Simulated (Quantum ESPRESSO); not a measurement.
Input and output of a self-consistent single point for SrMg14Zn (P-6m2, 16 atoms in the cell) (Quantum ESPRESSO).

Method: LDA (PW92), PseudoDojo standard norm-conserving (LDA) pseudopotentials (plane waves; Quantum ESPRESSO 7.5).

```yaml
crystal:
  lattice:
    - [6.49798, 0.00000, 0.00000]
    - [-3.24899, 5.62742, 0.00000]
    - [0.00000, 0.00000, 10.53309]
  atoms:
    - { symbol: Sr, position: [0.00000, 0.00000, 0.50000] }
    - { symbol: Mg, position: [0.99520, 0.49760, 0.00000] }
    - { symbol: Mg, position: [0.50240, 0.00480, 0.00000] }
    - { symbol: Mg, position: [0.50240, 0.49760, 0.00000] }
    - { symbol: Mg, position: [0.01324, 0.50662, 0.50000] }
    - { symbol: Mg, position: [0.49338, 0.98676, 0.50000] }
    - { symbol: Mg, position: [0.49338, 0.50662, 0.50000] }
    - { symbol: Mg, position: [0.16723, 0.83277, 0.23306] }
    - { symbol: Mg, position: [0.66554, 0.83277, 0.76694] }
    - { symbol: Mg, position: [0.16723, 0.33446, 0.23306] }
    - { symbol: Mg, position: [0.16723, 0.83277, 0.76694] }
    - { symbol: Mg, position: [0.66554, 0.83277, 0.23306] }
    - { symbol: Mg, position: [0.16723, 0.33446, 0.76694] }
    - { symbol: Mg, position: [0.66667, 0.33333, 0.25638] }
    - { symbol: Mg, position: [0.66667, 0.33333, 0.74362] }
    - { symbol: Zn, position: [0.00000, 0.00000, 0.00000] }
```

Reference input (self-consistent single point, DFT, LDA (PW92), plane waves, PseudoDojo standard norm-conserving (LDA) pseudopotentials): ecutwfc = 85 Ry; occupations = smearing; smearing = cold; degauss = 0.0073499 Ry; potentials = {Sr: Sr.upf, Mg: Mg.upf, Zn: Zn.upf}; K_POINTS = automatic 3 3 2 0 0 0; conv_thr = 1e-09 Ry; mixing_beta = 0.7. This run's input differs from it in these lines:

```diff
@@ -13,3 +13,3 @@
     ntyp = 3,
-    ecutwfc = 85,
+    ecutwfc = 51,
     occupations = 'smearing',
```

Output, abridged:

```
     Self-consistent Calculation

     iteration #  1     ecut=    51.00 Ry     beta= 0.70

---- Real-time Memory Report at c_bands before calling an iterative solver
           322 MiB given to the printing process from OS
           277 MiB allocation reported by mallinfo(arena+hblkhd)
------------------

     Threshold (ethr) on eigenvalues was too large:
     Diagonalizing with lowered threshold

---- Real-time Memory Report at c_bands before calling an iterative solver
           408 MiB given to the printing process from OS
           291 MiB allocation reported by mallinfo(arena+hblkhd)
------------------

   [... lines left out ...]

---- Real-time Memory Report at c_bands before calling an iterative solver
           467 MiB given to the printing process from OS
           347 MiB allocation reported by mallinfo(arena+hblkhd)
------------------

     total energy              =   -2142.57780692 Ry
     estimated scf accuracy    <       0.00000001 Ry

     iteration # 12     ecut=    51.00 Ry     beta= 0.70

---- Real-time Memory Report at c_bands before calling an iterative solver
           467 MiB given to the printing process from OS
           347 MiB allocation reported by mallinfo(arena+hblkhd)
------------------
     End of self-consistent calculation

     the Fermi energy is     5.7023 ev

!    total energy              =   -2142.57780692 Ry
     estimated scf accuracy    <          2.1E-10 Ry
     smearing contrib. (-TS)   =      -0.00053566 Ry
     internal energy E=F+TS    =   -2142.57727126 Ry

     convergence has been achieved in  12 iterations

     Forces acting on atoms (cartesian axes, Ry/au):

     atom    1 type  1   force =    -0.00000000   -0.00000000    0.00000000
     atom    2 type  2   force =    -0.00465350   -0.00268670   -0.00000000
     atom    3 type  2   force =     0.00000000    0.00537340    0.00000000
     atom    4 type  2   force =     0.00465350   -0.00268670   -0.00000000
     atom    5 type  2   force =    -0.00068163   -0.00039354    0.00000000
   [... lines left out ...]

     Total force =     0.011050     Total SCF correction =     0.000051

          total   stress  (Ry/bohr**3)                   (kbar)     P=    -1211.44
  -0.00821363  -0.00000000  -0.00000000        -1208.27       -0.00       -0.00
  -0.00000000  -0.00821363   0.00000000           -0.00    -1208.27        0.00
  -0.00000000   0.00000000  -0.00827840           -0.00        0.00    -1217.79

   JOB DONE.
```

The run converged in 12 iterations. Against the reference run the free energy goes up by 3.01 eV/atom, the pressure goes from -2.01 to -121.1 GPa and the largest force goes from 0.167 to 0.138 eV/Å.

The starting cell comes from a database of computed structures (which also holds hypothetical and non-ambient phases and stackings), without a prior relaxation at this level.

Cost on one core of a shared machine: roughly 7 min.
